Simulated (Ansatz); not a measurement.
Gap of an H-capped Sn nanowire along [112], 24 atoms a period besides the caps at several levels, all on one geometry.

Levels: PBE (plane waves to 420 eV, PAW; Ansatz, an electronic-structure program); PBE with spin-orbit coupling (Ansatz); r2SCAN (plane waves to 500 eV, PAW; Ansatz). Unmarked values and the geometry are of the first. Mesh 1×1×4. No spin polarisation. It repeats along c; a and b span vacuum. An idealised model, cut from the bulk lattice. It keeps the symmetry and period of its start, so it need not be a minimum against all distortions. Values not marked SOC lack spin–orbit coupling.

| level | gap (eV) |
|---|---|
| PBE | 1.34 |
| PBE+SOC | 1.30 |
| r2SCAN | … |

Q: Fill in the missing entries.

A: 
- r2SCAN, gap (eV): 1.63
